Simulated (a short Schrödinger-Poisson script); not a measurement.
Stack: symmetric double-gate stack, SiO2 on p-type Si(100), at 300 K.

```
layer  material  thickness (nm)  Na (cm⁻³)
-----  --------  --------------  ---------
1          SiO2             3.5          -
2            Si               4       1e16
3          SiO2             3.5          -
```

The device is made up for the run: typed textbook-type constants, with dimensions and the other settings drawn at random. SiO2: permittivity 3.9, conduction-band edge (eV) 3.15, gap (eV) 9, electron mass (mₑ) 0.5. Si: permittivity 11.7, conduction-band edge (eV) 0, gap (eV) 1.124, Nv at 300 K (cm⁻³) 3.1e19.

Channel valleys (confinement mass, in-plane density-of-states mass, number): Δ2 0.916, 0.19, 2; Δ4 0.19, 0.417, 4. At the gates, both at one voltage, the conduction-band edge of layer 1 lies 3.45 eV − eVg above the Fermi level of the channel. Gaps are held at their typed values at every temperature. Mesh 0.03 nm at interfaces.

From a short Schrödinger-Poisson script (our own, NumPy): 1D Poisson equation in equilibrium, electrons quantum, Hartree (BenDaniel-Duke, 12 states a valley, the channel's in-plane mass for all, wave functions free to enter the dielectric), parabolic valleys, classical holes, full ionisation, no traps, pinning or gate leakage.

The same stack at other levels of the model or other numerical settings:

| run | sheet density of all electrons at Vg = 2.55 V (cm⁻²) | sheet density of all electrons at Vg = 0.75 V (cm⁻²) | capacitance of both gates at Vg = 2.55 V (μF/cm²) | rough cost against the base |
|---|---|---|---|---|
| base | 2.46e13 | 4.77e12 | 1.80 | about 1 |
| electrons treated as classical, Boltzmann | 2.67e13 | 5.49e12 | … | 0.03 |
| electrons treated as classical, Fermi-Dirac | … | 5.42e12 | … | 0.09 |
| mesh six times as coarse | 2.46e13 | 4.75e12 | 1.80 | 0.3 |
| one subband a valley | 2.44e13 | 4.74e12 | 1.79 | 0.4 |

Q: Fill in the missing entries.

A: 
- electrons treated as classical, Fermi-Dirac, capacitance of both gates at Vg = 2.55 V (μF/cm²): 1.87
- electrons treated as classical, Boltzmann, capacitance of both gates at Vg = 2.55 V (μF/cm²): 1.93
- electrons treated as classical, Fermi-Dirac, sheet density of all electrons at Vg = 2.55 V (cm⁻²): 2.61e13

The classical rows ignore confinement, and Boltzmann statistics overrate the density once the band edge passes the Fermi level.
